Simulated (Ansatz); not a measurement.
## HfN: response to strain

Base system: HfN in the rock salt structure (space group Fm-3m, No. 225; a = 4.526 Å; relaxed with 0.1 eV smearing).

Strains are applied to the cell and any free atomic positions relax.

All numbers come from r2SCAN, PAW, 500 eV (Ansatz, a quantum-chemistry and plane-wave program; no spin-orbit coupling).

Notes on the quantities. energy relative to the base: free energy F.

| isotropic strain (%) | energy relative to the base (meV/atom) |
|---|---|
| -3 | 91.0 |
| -2.5 | ? |
| -2 | 39.1 |
| -1.5 | 21.7 |
| -1 | 9.5 |
| -0.5 | 2.3 |
| 0 | 0.0 |

Task: Fit ΔE = Aε² + Bε³ (ε in %) to the rows shown and predict the withheld row.

Result: Least squares on the printed values gives A = 9.14 and B = -0.32 meV/atom (largest residual 0.0 meV/atom); this predicts 62.2 meV/atom, and the run gives 62.2 meV/atom, in agreement.

Whether these cells are dynamically stable was not tested. All final runs are without spin polarisation. An odd electron count without spin: HfN.
